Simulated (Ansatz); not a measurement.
Take Eu in the bcc (W type) structure (space group Im-3m, No. 229; ferromagnetic; relaxed with 0.1 eV smearing) as the base.

```yaml
crystal:
  lattice:
    - [-2.22519, 2.22519, 2.22519]
    - [2.22519, -2.22519, 2.22519]
    - [2.22519, 2.22519, -2.22519]
  atoms:
    - { symbol: Eu, position: [0.00000, 0.00000, 0.00000] }
```

Cartesian axes are those of the cell as printed.

Computed with r2SCAN (Ansatz, an electronic-structure program, PAW, no spin-orbit coupling).

Base values:

* **Volume per atom**: 44.07 Å³

It is then changed as follows: biaxial strain −0.51 %, plane normal [001], relaxed out of plane (Cartesian); in-plane vectors clamped, the third vector and the atoms free.

### Question
How does this affect the in-plane stress?

### Answer
The mean in-plane stress (compression positive) comes out as +0.1 GPa.

### Question
Estimate the effect on the volume per atom.

### Answer
The volume per atom drops by 0.136 Å³, from 44.07 Å³ to 43.94 Å³.

The magnetic state is the one reached from the starting moments; the real material's order can differ, and small cells can't hold many antiferromagnetic ones. The state of the 4f shell was not checked for lower solutions. No phonon test of stability was made.
